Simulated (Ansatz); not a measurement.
# PBE against r2SCAN: CoSn, biaxial strain +0.76 %, plane normal [001], relaxed out of plane

The parent structure is CoSn (space group P6/mmm, No. 191; a = 5.294 Å, c = 4.235 Å; non-magnetic). Axes: x lies along a and z along c of the hexagonal cell.

(Cell as relaxed with PBE.)

Levels (all Ansatz, a quantum-chemistry and plane-wave program, PAW, earlier PAW set): PBE (420 eV, no spin-orbit coupling); r2SCAN (500 eV, no spin-orbit coupling).

Each level relaxes its own structure.

```csv
base,PBE,r2SCAN
volume per atom,17.13 Å³,16.60 Å³
lattice parameter a,5.294 Å,5.241 Å
band gap,zero,zero
```

Perturbation: biaxial strain +0.76 %, plane normal [001], relaxed out of plane (Cartesian); in-plane vectors clamped, the third vector and the atoms free.

```csv
quantity,PBE,r2SCAN
"pressure (mean of the normal stresses, compression positive)",-1.4 GPa,[?]
shortest interatomic distance,2.611 Å,[?]
```

Question: Given the PBE results, estimate those of r2SCAN.

Answer: 
- pressure (mean of the normal stresses, compression positive), r2SCAN: -1.6 GPa
- shortest interatomic distance, r2SCAN: 2.584 Å

PBE's pressure lies 0.2 GPa above r2SCAN's; PBE's shortest interatomic distance lies 0.0278 Å above r2SCAN's (1.1 %). Neither level is exact; r2SCAN is the comparison here, not a measurement.

Stability against distortions was not tested. Seeded moments were not kept for the base. All final runs are without spin polarisation.
